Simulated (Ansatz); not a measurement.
**Response to strain in HgTe**

Consider HgTe in the zinc blende structure (space group F-43m, No. 216; a = 6.435 Å).

Strains are applied to the cell and any free atomic positions relax.

Computed with Ansatz (a first-principles code) LDA, no SOC.

Notes on the quantities. energy relative to the base: free energy F.

```csv
case,pressure,shortest interatomic distance,energy relative to the base
base,0.0 GPa,2.786 Å,0 meV/atom
isotropic strain −2.50 %,[?],2.717 Å,[?]
isotropic strain −2.00 %,3.4 GPa,2.731 Å,+19 meV/atom
isotropic strain −1.50 %,2.4 GPa,2.745 Å,+11 meV/atom
isotropic strain −1.00 %,1.5 GPa,2.759 Å,+4.6 meV/atom
isotropic strain −0.50 %,0.7 GPa,2.773 Å,+1.1 meV/atom
isotropic strain +0.50 %,-0.7 GPa,2.800 Å,+1.1 meV/atom
isotropic strain +1.00 %,-1.3 GPa,2.814 Å,+4.3 meV/atom
isotropic strain +2.00 %,-2.4 GPa,2.842 Å,+16 meV/atom
isotropic strain +3.00 %,-3.3 GPa,2.870 Å,+35 meV/atom
```

### Question
Fill in the withheld entries from the trend.

### Answer

- isotropic strain −2.50 %, pressure: 4.4 GPa
- isotropic strain −2.50 %, energy relative to the base: +31 meV/atom

A case with no gap was solved on a k-mesh chosen for an insulator, which is coarse for it. Whether these cells are dynamically stable was not tested. All final runs are without spin polarisation.
